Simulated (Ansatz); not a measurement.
The reference is BeS in the zinc blende structure (space group F-43m, No. 216; a = 4.869 Å). Axes: x, y, z lie along the cube axes.

Level of theory: r2SCAN (Ansatz, a first-principles code), no SOC.

For the base:

The band gap is 3.59 eV, the shortest interatomic distance comes out as 2.108 Å and the smallest direct gap is 6.22 eV.

The change: tensor shear ε_xy = +0.57 % (engineering shear γ = 0.0114), atoms relaxed at fixed cell.

**Question.** What does the calculation give for the band gap after the change?

**Answer.** The band gap shrinks by 0.05 eV, from 3.59 eV to 3.54 eV.

**Question.** Estimate the effect on the shortest interatomic distance.

**Answer.** The shortest interatomic distance drops by 0.005 Å to 2.103 Å.

**Question.** How does this affect the energy relative to the base?

**Answer.** The energy increases by 0.5 meV/atom.

**Question.** What does the calculation give for the stress after the change?

**Answer.** The stress (xx, yy, zz, yz, xz, xy; compression positive) comes out as (0.01, 0.01, 0.00, 0.00, 0.00, -0.99) GPa.

**Question.** Predict the new smallest direct gap.

**Answer.** The smallest direct gap shrinks by 0.11 eV to 6.11 eV.

The cells carry an imposed strain or load. Whether these cells are dynamically stable was not tested.
